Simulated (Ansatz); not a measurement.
**Several settings converged on Lu3TlC (Pm-3m, 5 atoms in the cell)**

```xyz
5
Lattice="4.7318 0.0000 0.0000 0.0000 4.7318 0.0000 0.0000 0.0000 4.7318" Properties=species:S:1:pos:R:3 pbc="T T T"
Lu     2.3659     0.0000     2.3659
Lu     0.0000     2.3659     2.3659
Lu     2.3659     2.3659     0.0000
Tl     0.0000     0.0000     0.0000
C      2.3659     2.3659     2.3659
```

Base method: LDA (PW92), default PAW files made with PBE (plane waves; Ansatz, an electronic-structure program).

Base settings: basis.ecutwfc = 420 eV; kpoints.mp_grid.grid = 7 7 7; hamiltonian.xc = lda; hamiltonian.pseudopotentials = {kind: paw} (the program's default PAW files); scf.occupations.method = gaussian; scf.occupations.width = 0.1 eV.

Core times come from one kind of shared machine, to one figure; runs under 30 s give none.

**Zone-centre phonons against the cutoff**

In this ladder: phonons.method = dfpt.

The mesh stays at the base's, so the ladder's end is converged at best in this setting alone.

Frequencies are those of the unrelaxed cell, without the LO-TO term of polar crystals.

Only quantities that move along the ladder and can be compared are tabulated.

```tsv
basis.ecutwfc	highest zone-centre frequency (cm⁻¹)	lowest optical frequency (cm⁻¹)	core time / last (rough)
210 eV	394.2	67.0	0.1
250 eV	356.7	64.1	0.1
295 eV	350.1	69.8	0.2
420 eV	364.3	71.8	0.4
630 eV	363.4	71.7	1
```

Coarsest basis.ecutwfc that holds the lowest optical frequency within 1 cm⁻¹ of the last step, with all finer ones: 420 eV, at about 0.4 of the last step's time; the step before is off by 1.9 cm⁻¹.

Coarsest basis.ecutwfc that holds the highest zone-centre frequency within 5 cm⁻¹ of the last step, with all finer ones: 420 eV, at about 0.4 of the last step's time; the step before is off by 13 cm⁻¹.

**Zone-centre phonons against the mesh**

In this ladder: phonons.method = dfpt.

Frequencies are those of the unrelaxed cell, without the LO-TO term of polar crystals.

Only quantities that move along the ladder and can be compared are tabulated.

```tsv
kpoints.mp_grid.grid	highest zone-centre frequency (cm⁻¹)	lowest optical frequency (cm⁻¹)	core time / last (rough)
2 2 2	159.2	-38.5	0.02
4 4 4	375.2	68.1	0.04
6 6 6	362.6	70.9	0.07
8 8 8	364.2	71.7	0.4
10 10 10	362.9	72.1	1
```

Coarsest kpoints.mp_grid.grid that holds the highest zone-centre frequency within 5 cm⁻¹ of the last step, with all finer ones: 6 6 6, at about 0.07 of the last step's time; the step before is off by 12 cm⁻¹.

Coarsest kpoints.mp_grid.grid that holds the lowest optical frequency within 2 cm⁻¹ of the last step, with all finer ones: 6 6 6, at about 0.07 of the last step's time; the step before is off by 4.0 cm⁻¹.

On the base run: the starting cell comes from a database of computed structures (which also holds hypothetical and non-ambient phases and stackings), without a prior relaxation at this level. Its lattice was rescaled by up to half a per cent. In the base run, with a pressure of about -4 GPa the cell is away from its equilibrium volume at this level.

Keys are those of Ansatz 0.2.
